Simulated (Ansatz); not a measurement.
System: O vacancy in monoclinic HfO2 (neutral cell). These are PBE, PAW (plane waves to 420 eV; Ansatz, a program for electronic structure) values and carry that method's errors.

Cell of 96 host sites held at the relaxed PBE lattice; the Γ point alone; Fermi-Dirac width 0.01 eV, spin-restricted; finite-size errors left in. Static, classical nuclei. Spin-orbit coupling is left out. The charge state is imposed; whether it is stable for some Fermi level was not computed. Forms of the defect that were not tried may lie lower.

Barriers: single points on a 2×2×2 k-point mesh shifted by half a step at the bands' geometries (they differ from the bands' own by up to 0.14 eV, and are uncertain by about as much).

The step: one O atom jumps into the vacancy from a nearby O site. Atoms about the jump, Cartesian Å from the middle of the jump, before and after:

| atom | x0 | y0 | z0 | x1 | y1 | z1 |
|---|---|---|---|---|---|---|
| O1 | -0.22 | 0.03 | 1.28 | 0.22 | -0.03 | -1.28 |
| Hf2 | 1.37 | -1.07 | 0.34 | 1.35 | -1.06 | 0.35 |
| Hf3 | -0.88 | 1.54 | -0.08 | -0.86 | 1.53 | -0.08 |
| O4 | -2.58 | 0.40 | -0.40 | -2.58 | 0.42 | -0.38 |
| O5 | 0.67 | -2.50 | -1.07 | 0.71 | -2.57 | -1.07 |
| Hf6 | -0.41 | -1.52 | -2.72 | -0.43 | -1.53 | -2.72 |
| O7 | -2.09 | -2.20 | 0.66 | -2.08 | -2.18 | 0.65 |
| O8 | 2.54 | 0.42 | -0.39 | 2.57 | 0.42 | -0.39 |
| O9 | 0.26 | -2.65 | 1.58 | 0.25 | -2.62 | 1.57 |
| O10 | 0.70 | 2.63 | -1.06 | 0.72 | 2.65 | -1.06 |
| O11 | 0.26 | 2.57 | 1.58 | 0.23 | 2.51 | 1.57 |
| Hf12 | -1.32 | -1.53 | 2.55 | -1.33 | -1.53 | 2.55 |
| Hf13 | 1.80 | 1.07 | -2.29 | 1.82 | 1.09 | -2.28 |
| O14 | -2.13 | -0.40 | -3.02 | -2.14 | -0.40 | -3.03 |
| O15 | 2.12 | -0.40 | 2.26 | 2.09 | -0.41 | 2.25 |
| O16 | -1.63 | 2.19 | -1.99 | -1.62 | 2.19 | -1.99 |
| Hf17 | -0.89 | -3.68 | -0.09 | -0.88 | -3.67 | -0.09 |
| O18 | -1.63 | -3.02 | -1.99 | -1.63 | -3.01 | -1.98 |

Q: Give the saddle-point geometry and the barrier.

A: 
```json
[
 {"atom": "O1", "x": "-0.26", "y": "-0.24", "z": "-0.18"},
 {"atom": "Hf2", "x": "1.43", "y": "-1.12", "z": "0.33"},
 {"atom": "Hf3", "x": "-0.97", "y": "1.61", "z": "-0.15"},
 {"atom": "O4", "x": "-2.76", "y": "0.54", "z": "-0.34"},
 {"atom": "O5", "x": "0.72", "y": "-2.61", "z": "-1.08"},
 {"atom": "Hf6", "x": "-0.39", "y": "-1.51", "z": "-2.70"},
 {"atom": "O7", "x": "-2.13", "y": "-2.22", "z": "0.70"},
 {"atom": "O8", "x": "2.53", "y": "0.45", "z": "-0.41"},
 {"atom": "O9", "x": "0.24", "y": "-2.63", "z": "1.58"},
 {"atom": "O10", "x": "0.70", "y": "2.62", "z": "-1.11"},
 {"atom": "O11", "x": "0.22", "y": "2.46", "z": "1.55"},
 {"atom": "Hf12", "x": "-1.36", "y": "-1.57", "z": "2.57"},
 {"atom": "Hf13", "x": "1.86", "y": "1.07", "z": "-2.35"},
 {"atom": "O14", "x": "-2.11", "y": "-0.37", "z": "-2.97"},
 {"atom": "O15", "x": "2.09", "y": "-0.37", "z": "2.22"},
 {"atom": "O16", "x": "-1.68", "y": "2.24", "z": "-1.99"},
 {"atom": "Hf17", "x": "-0.89", "y": "-3.66", "z": "-0.07"},
 {"atom": "O18", "x": "-1.63", "y": "-2.99", "z": "-1.95"}
]
```
It lies 2.66 eV above the start and 2.66 eV above the end. The program found a first-order saddle point.
